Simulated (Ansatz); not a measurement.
## Short convergence ladders for CoSi (R3, 8 atoms in the cell)

```yaml
crystal:
  lattice:
    - [4.42668, 0.00000, 0.00000]
    - [0.00000, 4.42668, 0.00000]
    - [0.00000, 0.00000, 4.42668]
  atoms:
    - { symbol: Co, position: [0.85600, 0.64400, 0.35600] }
    - { symbol: Co, position: [0.35600, 0.85600, 0.64400] }
    - { symbol: Co, position: [0.15052, 0.15052, 0.15052] }
    - { symbol: Co, position: [0.64400, 0.35600, 0.85600] }
    - { symbol: Si, position: [0.15700, 0.34300, 0.65700] }
    - { symbol: Si, position: [0.65700, 0.15700, 0.34300] }
    - { symbol: Si, position: [0.84300, 0.84300, 0.84300] }
    - { symbol: Si, position: [0.34300, 0.65700, 0.15700] }
```

Base method: LDA (PW92), default PAW files made with PBE (plane waves; Ansatz, an electronic-structure program).

Base settings: basis.ecutwfc = 420 eV; kpoints.mp_grid.grid = 8 8 8; hamiltonian.xc = lda; hamiltonian.pseudopotentials = {kind: paw} (the program's default PAW files); scf.occupations.method = gaussian; scf.occupations.width = 0.1 eV.

The count of work is k-points × plane waves × bands × iterations; it is no time. Core times come from one kind of shared machine, to one figure; runs under 30 s give none.

**The k-point mesh**

Only quantities that move along the ladder and can be compared are tabulated.

```tsv
kpoints.mp_grid.grid	free energy less the last step's (meV/atom)	pressure (GPa)	largest difference of a force vector from the last step's (eV/Å)	count of work / last	core time / last (rough)
2 2 2	27.44	-10.63	0.050	0.014	–
3 3 3	-5.37	-11.98	0.012	0.020	–
4 4 4	-1.21	-11.98	0.004	0.048	–
6 6 6	0.04	-11.98	0.001	0.14	–
8 8 8	0.01	-11.98	0.000	0.31	0.3
9 9 9	-0.01	-11.99	0.000	0.43	0.4
12 12 12	0.00	-11.98	0.000	1.0	1
```

Coarsest kpoints.mp_grid.grid that holds the forces within 0.005 eV/Å of the last step, with all finer ones: 4 4 4, at 0.048 of the last step's count of work; the step before is off by 0.012 eV/Å.

Coarsest kpoints.mp_grid.grid that holds the free energy within 0.5 meV/atom of the last step, with all finer ones: 6 6 6, at 0.14 of the last step's count of work; the step before is off by 1.2 meV/atom.

Coarsest kpoints.mp_grid.grid that holds the pressure within 0.5 GPa of the last step, with all finer ones: 3 3 3, at 0.020 of the last step's count of work; the step before is off by 1.4 GPa.

**The k-point mesh at a smearing width of 0.02 eV**

In this ladder: scf.occupations.width = 0.02 eV.

Only quantities that move along the ladder and can be compared are tabulated.

| kpoints.mp_grid.grid | free energy less the last step's (meV/atom) | largest difference of a force vector from the last step's (eV/Å) | count of work / last |
|---|---|---|---|
| 3 3 3 | -5.23 | 0.013 | 0.012 |
| 5 5 5 | 0.15 | 0.005 | 0.040 |
| 7 7 7 | 0.15 | 0.003 | 0.12 |
| 10 10 10 | -0.01 | 0.001 | 0.30 |
| 15 15 15 | 0.00 | 0.000 | 1.0 |

Coarsest kpoints.mp_grid.grid that holds the forces within 0.01 eV/Å of the last step, with all finer ones: 5 5 5, at 0.040 of the last step's count of work; the step before is off by 0.013 eV/Å.

Coarsest kpoints.mp_grid.grid that holds the free energy within 1 meV/atom of the last step, with all finer ones: 5 5 5, at 0.040 of the last step's count of work; the step before is off by 5.2 meV/atom.

**The k-point mesh at a smearing width of 0.3 eV**

In this ladder: scf.occupations.width = 0.3 eV.

Only quantities that move along the ladder and can be compared are tabulated.

```csv
kpoints.mp_grid.grid,free energy less the last step's (meV/atom),count of work / last
3 3 3,-5.78,0.011
5 5 5,-0.17,0.040
7 7 7,0.02,0.11
10 10 10,0.00,0.30
15 15 15,0.00,1.0
```

Coarsest kpoints.mp_grid.grid that holds the free energy within 0.5 meV/atom of the last step, with all finer ones: 5 5 5, at 0.040 of the last step's count of work; the step before is off by 5.8 meV/atom.

On the base run: the starting cell has typed, rounded lattice constants, without a prior relaxation at this level. Its lattice was rescaled by up to half a per cent. One atom was moved a little off its site on purpose. Spin polarisation is off. In the base run, with a pressure of about -12 GPa the cell is away from its equilibrium volume at this level. Ansatz's pressure includes its estimate of the finite-basis (Pulay) stress.

Keys are those of Ansatz 0.2.
